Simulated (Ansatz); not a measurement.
The starting structures come from a database of crystals and need not be the phases stable at ambient conditions.

Crystal: Nb$_{3}$SBr$_{7}$ (P3m1, not sure to be the ambient phase, 11 atoms a cell, 24.8 Å³ an atom); planes in its conventional cell.

Method: r2SCAN (plane waves, PAW; Ansatz, a program for electronic structure).

The gap is the functional's own, uncorrected, and κ follows it; spin-orbit coupling is left out. Mid-gap values are interpolated between the computed energies.

```
plane  area of the cell (Å²)  mid-gap κ (1/Å)  largest κ in the gap (1/Å)
-----  ---------------------  ---------------  --------------------------
(100)                   44.4             0.28                        0.28
(001)                   43.5                ?                           ?
(101)                   62.2                ?                           ?
```

**Question.** The slowest decay depends on the direction. Supply the withheld values.

**Answer.** 
- (001), mid-gap κ (1/Å): 0.26
- (001), largest κ in the gap (1/Å): 0.32
- (101), mid-gap κ (1/Å): 0.33
- (101), largest κ in the gap (1/Å): 0.33
